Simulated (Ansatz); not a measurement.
Functionals compared on SiH3 on the 1x1 (111) surface of fcc Al, one in a 2x2 cell, started at the site 'bridge Al-Al (span 2.9 Å)', in Ansatz (plane waves, PAW). The structure was relaxed with PBE; the other rows are single points on it, each with its references at the same level. Cutoff 420 eV (500 eV for r2SCAN).

Set-up: 20 atoms, 7.0 Å thick at the start under the adsorbate (thin: gaps and levels are the slab's own); mesh 6x6x1; 0.1 eV smearing; dipole correction on; 8 atoms held, the rest relaxed; no symmetry held; spin-polarised, no spin-orbit, no U, no dispersion correction. The starting moment vanished. At the end it is bonded to Al. In PBE it is, or lies within 0.03 eV of, the lowest of the starts that converged. These notes are the PBE run's. r2SCAN: The program's check for a lower electronic state was not made. Adsorption energies are against SiH4(g) − ½ H2(g). A negative adsorption energy means that the adsorbate is more stable on the surface than in its reference.

```tsv
functional	adsorption energy (eV)	work function of the top face (eV)	change of the work function (eV)	magnetic moment of the cell (μB)	rough cost of the single point
PBE	0.02	4.87	0.84	0.00	–
RPBE	?	?	?	0.00	about 2.7 core-minutes (a rough figure)
r2SCAN	0.01	4.95	0.87	0.00	roughly 8 core-minutes
```

**Question.** Some entries are withheld; supply them.

**Answer.** 
- RPBE, adsorption energy (eV): 0.14
- RPBE, work function of the top face (eV): 4.82
- RPBE, change of the work function (eV): 0.87

Ansatz is a quantum-chemistry and plane-wave program.
